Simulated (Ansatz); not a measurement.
## ZrC under a change: isotropic strain −2.00 %

Start from ZrC in the rock salt structure (space group Fm-3m, No. 225; a = 4.709 Å; relaxed with 0.1 eV smearing).

The change: an isotropic linear strain of −2.00 %, atoms relaxed at fixed cell.

Computed with Ansatz (an electronic-structure program), PBE, PAW, cutoff 420 eV, without spin-orbit coupling. k-mesh 21×21×21 (Γ-centred); smearing 0.1 eV (Fermi–Dirac).

The volume per atom drops by 0.77 Å³, from 13.05 Å³ to 12.28 Å³ and the space group stays Fm-3m (No. 225). The shortest interatomic distance drops by 0.047 Å to 2.307 Å and the energy grows by 35 meV/atom. The pressure goes from zero to 15.2 GPa and the band gap stays zero.

No phonon test of stability was made. The final runs are not spin-polarised.
